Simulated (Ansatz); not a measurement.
Take TaAs in the CsCl type structure (space group Pm-3m, No. 221; a hypothetical phase, not in the database extracts checked; relaxed with 0.1 eV smearing) as the base.

```
TaAs
1.0
    3.21498     0.00000     0.00000
    0.00000     3.21498     0.00000
    0.00000     0.00000     3.21498
Ta As
1 1
Cartesian
  0.00000   0.00000   0.00000
  1.60749   1.60749   1.60749
```

Cartesian axes are those of the cell as printed.

Computed with Kohn–Sham DFT with the PBE functional, run in Ansatz (a quantum-chemistry and plane-wave program) with PAW and 420 eV plane waves, scalar-relativistic without spin-orbit coupling.

It is then changed as follows: a pure shear with ε_xy = ε_yx = -0.0251, atoms relaxed at fixed cell.

Predict the stress tensor and what it implies for the stiffness.

Stress of the strained cell less that of the base (GPa, compression positive):
```
    0.4     5.8     0.0
    5.8     0.4     0.0
    0.0     0.0     0.7
```

Then −Δσ/γ with γ = 2ε = -0.0502 gives secant stiffness values (nonlinear terms included at this strain): C66 ≈ 115 GPa.

As a check, the harmonic strain energy −½ V₀ Δσ:ε is 15 meV/atom; the computed energy rise is 15 meV/atom.

Whether these cells are dynamically stable was not tested. All final runs are without spin polarisation.
